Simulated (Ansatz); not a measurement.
**Habitual settings against a tight run: Ni3Sn4 (C2/m, 7 atoms in the cell)**

Self-consistent single point.

```xyz
7
Lattice="6.0666 -2.0145 0.0000 6.0666 2.0145 0.0000 -1.3390 0.0000 4.9866" Properties=species:S:1:pos:R:3 pbc="T T T"
Ni     0.0000     0.0000     0.0000
Ni     8.6259     0.0000     3.3089
Ni     2.1683     0.0000     1.6777
Sn     6.5282     0.0000     1.5636
Sn     4.2660     0.0000     3.4229
Sn     9.7939     0.0000     0.9347
Sn     1.0004     0.0000     4.0519
```

Method of the run: PBEsol, default PAW files made with PBE (plane waves; Ansatz, a quantum-chemistry and plane-wave program).

Base settings: basis.ecutwfc = 420 eV; kpoints.mp_grid.grid = 6 6 5; hamiltonian.xc = pbesol; hamiltonian.pseudopotentials = {kind: paw} (the program's default PAW files); scf.occupations.method = gaussian; scf.occupations.width = 0.05 eV.

Tight run (finer mesh or higher cutoff; not a proven limit): basis.ecutwfc: 420 eV → 590 eV; kpoints.mp_grid.grid: 6 6 5 → 9 9 7; scf.convergence.dr2_threshold: default (1e-07 eV) → 1e-09 eV. It gave Fermi level (on the code's own zero) 14.73 eV; pressure 0.40 GPa; largest force (vector length) 0.101 eV/Å.

Quick runs, as changes from the base:
- A: the base itself
- B: kpoints.mp_grid.grid: 6 6 5 → 4 4 4; scf.occupations.width: 0.05 eV → 0.5 eV; kpoints.mp_grid.shift: default → 0.5 0.5 0.5; scf.convergence.dr2_threshold: default (1e-07 eV) → 0.001 eV
- C: basis.ecutwfc: 420 eV → 250 eV; kpoints.mp_grid.grid: 6 6 5 → 3 3 3; scf.occupations.method: gaussian → methfessel_paxton; scf.occupations.width: 0.05 eV → 0.136 eV
- D: basis.ecutwfc: 420 eV → 210 eV; kpoints.mp_grid.grid: 6 6 5 → 8 8 8; scf.occupations.method: gaussian → methfessel_paxton; scf.occupations.width: 0.05 eV → 0.136 eV
- E: basis.ecutwfc: 420 eV → 250 eV; kpoints.mp_grid.grid: 6 6 5 → 6 6 6; scf.occupations.width: 0.05 eV → 0.136 eV
- F: basis.ecutwfc: 420 eV → 335 eV; kpoints.mp_grid.grid: 6 6 5 → 6 6 6; scf.convergence.dr2_threshold: default (1e-07 eV) → 0.0001 eV

Energies are extrapolated to zero smearing width, which holds to low order in the width alone.

Dashes: time of B, C, E, F, under 30 s.

The count of work is k-points × plane waves × bands × iterations; it is no time. Core times come from one kind of shared machine and are given to one figure; runs under 30 s give none.

Pressures in the table are Ansatz's without its Pulay estimate, at a fixed set of plane waves; the tight run's value above holds the estimate.

The starting cell comes from a database of computed structures (which also holds hypothetical and non-ambient phases and stackings), without a prior relaxation at this level. Its lattice was rescaled by a random factor within 2.5 % of one. Spin polarisation is off.

```
run  energy less tight (meV/atom)  pressure less tight (GPa)  largest miss in a force vector (eV/Å)  count of work / tight  core time / tight (rough)
---  ----------------------------  -------------------------  -------------------------------------  ---------------------  -------------------------
A                             5.0                      -0.01                                  0.030                   0.17                        0.2
B                             2.3                       0.25                                  0.049                  0.046                          –
C                          1351.9                     -82.22                                  0.213                  0.016                          –
D                          6376.0                    -312.36                                  0.403                   0.18                        0.2
E                          1350.6                     -82.14                                  0.182                   0.11                          –
F                            27.1                      -2.45                                  0.040                   0.11                          –
```

Among the runs at the tight run's level, the energy misses run from 2.3 to 6376.0 meV/atom.

Keys are those of Ansatz 0.2.
